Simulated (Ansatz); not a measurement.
**A computed series for AlAs: response to strain**

Base system: AlAs in the wurtzite structure (space group P6_3mc, No. 186; a = 4.003 Å, c = 6.581 Å; a model cell, its experimental status unchecked). Axes: x lies along a and z along c of the hexagonal cell.

Strains are applied to the cell and any free atomic positions relax; under biaxial strain the out-of-plane vector relaxes too.

Levels (all Ansatz, a first-principles code, PAW): PBEsol (420 eV, without spin-orbit coupling); HSE06 (420 eV, spin-orbit coupling left out).

```csv
"biaxial strain, plane normal [001], relaxed out of plane (%)","band gap, PBEsol (eV)","band gap, HSE06 (eV)"
0,1.64,2.41
1.47,?,?
4.29,0.78,1.52
4.36,0.77,1.51
```

Q: Fit E_g = E₀ + Dε (ε in %) to the rows shown and predict the withheld row.

A: Least squares on the printed values gives 

- PBEsol: E₀ = 1.64 eV, D = -200 meV per % of strain (largest residual 0.00 eV); this predicts 1.35 eV, and the run gives 1.44 eV, 0.09 higher
- HSE06: E₀ = 2.41 eV, D = -207 meV per % of strain (largest residual 0.00 eV); this predicts 2.11 eV, and the run gives 2.24 eV, 0.13 higher.

Single points use the geometry relaxed with PBEsol. HSE06 gaps are upper bounds (no full band path). Whether these cells are dynamically stable was not tested. This is not the structure that AlAs has at room temperature and ambient pressure.
